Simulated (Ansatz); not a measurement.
# A computed series for CaSnS3: pressure series

Take CaSnS3 (space group R-3, No. 148; a = 6.656 Å, c = 18.409 Å (hexagonal axes); a cell from a computed database, its experimental status unchecked) as the base.

Cell and atoms are relaxed at each pressure.

Method: DFT with PBEsol, PAW potentials and a 420 eV plane-wave cutoff in Ansatz (an electronic-structure program), no spin-orbit coupling.

Candidates:
(a) pressure 0.7 GPa
(b) pressure −2 GPa
(c) pressure 10 GPa

Before the change:

```
Item       Result
--------  -------
Band gap  1.75 eV
```

Q: Order them by band gap, highest first.

A: (a) pressure 0.7 GPa (1.75 eV), (c) pressure 10 GPa (1.66 eV), (b) pressure −2 GPa (1.58 eV)

Load acts through the strain it causes; cell and atoms are relaxed under it. No phonon test of stability was made. Competing high-pressure phases were not computed.
